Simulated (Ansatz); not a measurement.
AgF in the zinc blende structure (space group F-43m, No. 216; a hypothetical phase, not in the database extracts checked)

```xyz
2
Lattice="0.0000 2.7331 2.7331 2.7331 0.0000 2.7331 2.7331 2.7331 0.0000" Properties=species:S:1:pos:R:3 pbc="T T T"
F      1.3666     1.3666     1.3666
Ag     0.0000     0.0000     0.0000
```

Level of theory: DFT with PBE, PAW potentials and a 420 eV plane-wave cutoff in Ansatz (an electronic-structure program), no spin-orbit coupling. Γ-centred 10×10×10 mesh, Fermi–Dirac width 0.05 eV.

```yaml
volume_per_atom: 20.42 Å³
density: 5.16 g/cm³
band_gap: 0.26 eV, direct at Γ
electron_mass: 0.32 mₑ
Lowest conduction-band minima above the VBM: Γ 0.26 eV
total_energy: -4198.940 eV/atom (σ→0; compares only within this code and set-up)
```

Effective masses come from finite differences of ±0.01 Å⁻¹. Whether these cells are dynamically stable was not tested. The zero or small gap of AgF can change with the level of theory.
